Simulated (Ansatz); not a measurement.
The starting structures come from a database of crystals and need not be the phases stable at ambient conditions.

The decay constant κ of evanescent states in the gap governs leakage through a thin film.

```xyz
14
Lattice="6.1368 0.0000 0.0000 -3.0684 5.3147 0.0000 3.0684 1.7716 3.9649" Properties=species:S:1:pos:R:3 pbc="T T T"
B      4.0184     5.8631     1.4093
B      2.1184     1.2231     2.5556
B      2.1184     5.8631     1.4093
B      4.0184     1.2231     2.5556
B      3.0684     4.2177     1.4093
B      3.0684     2.8685     2.5556
B      6.1368     5.4897     3.6326
B      0.0000     1.5966     0.3323
B      4.4511     2.5698     3.6326
B      1.6858     4.5164     0.3323
B      7.8226     2.5698     3.6326
B     -1.6858     4.5164     0.3323
As     6.1368     3.5431     3.1785
As     0.0000     3.5431     0.7864
```

Space group of this cell: R-3m. The cell is taken as given.

Transport runs along the normal of the first two printed cell vectors, the (001) plane of the conventional cell.

No gap correction and no spin-orbit coupling; mid-gap values are interpolated between computed energies.

Q: Predict the band gap and the smallest decay constant κ at mid-gap from r2SCAN (Ansatz, a quantum-chemistry and plane-wave program).

A: Gap 2.88 eV on a 8×8×8 mesh; κ = 0.238 1/Å, at (0.500, 0.000) of the in-plane reciprocal vectors. At the zone centre, at the nearest computed energy, the slowest state has κ = 0.25 1/Å.
